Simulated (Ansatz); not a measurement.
Consider the following.

```
Si
1.0
    0.00000     2.70105     2.76857
    2.70105     0.00000     2.76857
    2.70105     2.70105     0.00000
Si
2
Cartesian
  0.00000   0.00000   0.00000
  1.35052   1.35052   1.38429
```

No spin polarisation.

Calculations: LDA in Ansatz (plane waves to 420 eV, PAW, no spin-orbit coupling). Settings: 11×11×11 k-points, 0.05 eV Fermi–Dirac smearing.

Q: Predict the stress, electron mass and valence-band top at Γ.

A: The stress (xx, yy, zz, yz, xz, xy; compression positive) comes out as (-1.46, -1.46, -3.93, 0.00, 0.00, 0.00) GPa, the electron mass comes out as 0.92 mₑ along k, 0.19 mₑ across (off the special points) and the valence-band top at Γ (three highest levels, from the VBM) is 0.00, 0.00, -0.18 eV.

The levels and masses belong to the bands next to the band gap. The cells carry an imposed strain or load. Masses are band curvatures over ±0.01 Å⁻¹ around the edge. Along k means along the line from Γ to the band edge. Stability against distortions was not tested. The cell was made from Si in the diamond structure (space group Fd-3m, No. 227) by this change: uniaxial strain ε_zz = +2.50 %.

Ansatz is a quantum-chemistry and plane-wave program.
